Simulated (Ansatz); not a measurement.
Take MoP (space group P-6m2, No. 187; a = 3.2422 Å, c = 3.1942 Å; relaxed with 0.1 eV smearing) as the base. Axes: x lies along a and z along c of the hexagonal cell.

Calculations: PBE (Ansatz, a quantum-chemistry and plane-wave program, PAW, no spin-orbit coupling).

Base values:

- Pressure: 0.0 GPa
- Shortest interatomic distance: 2.461 Å

It is then changed as follows: compressive biaxial strain of 1.54 % in the plane normal to [001], as in epitaxy on a mismatched substrate; the out-of-plane cell vector and the atoms relax.

What happens to the out-of-plane strain, pressure and shortest interatomic distance?

The out-of-plane strain comes out as +1.00 %; the pressure (mean of the normal stresses, compression positive) goes from zero to 3.9 GPa; the shortest interatomic distance decreases by 0.0114 Å (2.461 Å → 2.449 Å).

Whether these cells are dynamically stable was not tested. All final runs are without spin polarisation. An odd electron count without spin: MoP.
